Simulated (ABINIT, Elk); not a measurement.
An Elk input for a self-consistent single point of RhCl3 (C2/m, 8 atoms in the cell) (DFT, LDA (PW92), all-electron FP-LAPW, Elk's shipped species files, LAPW+lo basis):

```
tasks
  0

xctype
  3

rgkmax
  7.5

gmaxvr
  14.0

nxoapwlo
  1

stype
  0

swidth
  0.0001

scale
  1.889726125

avec
    2.9402700000   -5.0926190000    0.0000000000
    2.9402700000    5.0926190000    0.0000000000
   -1.9206760000    0.0000000000    5.7654630000

sppath
  'species/'

atoms
  2   : nspecies
  'Rh.in'   : spfname
  2   : natoms; atposl, bfcmt below
  0.1666400000  0.8333600000  0.0000000000    0.0 0.0 0.0
  0.8333600000  0.1666400000  0.0000000000    0.0 0.0 0.0
  'Cl.in'   : spfname
  6   : natoms; atposl, bfcmt below
  0.9242200000  0.5728000000  0.2231700000    0.0 0.0 0.0
  0.0757800000  0.4272000000  0.7768300000    0.0 0.0 0.0
  0.4272000000  0.0757800000  0.7768300000    0.0 0.0 0.0
  0.5728000000  0.9242200000  0.2231700000    0.0 0.0 0.0
  0.7783100000  0.7783100000  0.7761800000    0.0 0.0 0.0
  0.2216900000  0.2216900000  0.2238200000    0.0 0.0 0.0

ngridk
  4 4 3
```

Question: Write the same calculation as an input for ABINIT.

Answer: This is the input that was run; spellings and numerical settings could be chosen otherwise.

```
# RhCl3, JTH v2.0 LDA PAW
pp_dirpath "./"
pseudos "Rh.LDA_PW-JTH.xml, Cl.LDA_PW-JTH.xml"
acell 3*1.0
rprim
         5.5563050325   -9.6236551671    0.0000000000
         5.5563050325    9.6236551671   -0.0000000000
        -3.6295516141   -0.0000000000   10.8951460517
natom 8
ntypat 2
znucl 45 17
typat 1 1 2 2 2 2 2 2
xcart
         2.9402700000    3.3953509397   -0.0000000000
         2.9402700000   -3.3953509397    0.0000000000
         3.9730057325   -1.7896481690    1.2866783777
        -0.0131417325    1.7896481690    4.4787846223
        -0.0131417325   -1.7896481690    4.4787846223
         3.9730057325    1.7896481690    1.2866783777
         3.0860927897    0.0000000000    4.4750370713
         0.8737712103    0.0000000000    1.2904259287
      Angstrom
ecut 26
pawecutdg 52
occopt 1
nband 42
kptopt 1
ngkpt 4 4 3
nshiftk 1
shiftk 0 0 0
nstep 50
tolvrs 1.0e-10
diemac 4
prtwf 0
prtden 0
enunit 2
```

Basis, cutoffs, solver keys and any potentials are the target program's own. This input uses DFT, LDA (PW92), plane waves, PAW (JTH v2.0 LDA PAW). LDA parametrisations can differ slightly between programs.

The starting cell comes from a database of computed structures (which also holds hypothetical and non-ambient phases and stackings), without a prior relaxation at this level. For this run, on top of that: lattice scaled by 0.98.
